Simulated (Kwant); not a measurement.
Model system: In0.53Ga0.47As/InP stack with 2 barriers. One parabolic valley. Leads of mass 0.041 mₑ with the band edge at 0; grid 0.1 nm; bias swept from 0.01 to 0.375 V, dropping linearly over the stack. Emitter Fermi level 0.032 eV, 77 K, equal in the collector.

```json
[
 {"layer": "1", "thickness (nm)": "3.1", "band offset (eV)": "0.25", "mass (mₑ)": "0.08"},
 {"layer": "2", "thickness (nm)": "6.4", "band offset (eV)": "0", "mass (mₑ)": "0.041"},
 {"layer": "3", "thickness (nm)": "3.1", "band offset (eV)": "0.25", "mass (mₑ)": "0.08"}
]
```

Constants are typed, rounded textbook-type inputs, not results; the design itself was drawn at random and stands for no fabricated device.

Kwant, one-band effective-mass tight-binding model in one dimension, coherent, no space charge, current by the Tsu-Esaki formula.

Sweep values stay those of the base run.

The thickness of the first barrier was swept, all else fixed.

```csv
thickness of the first barrier (nm),J (A/cm²) at bias = 0.2743 V,first peak current (A/cm²),J (A/cm²) at bias = 0.3750 V,bias of the first current peak (V)
1.9,5280,120000,10000,0.123
2.5,2540,69600,5850,0.111
3.1,1250,38600,3570,0.111
3.7,631,18600,2280,0.111
4.3,326,9060,1510,0.0981
```

From the first row to the last the J at bias = 0.2743 V goes from 5280 to 326. From the first row to the last the first peak current goes from 120000 to 9060.
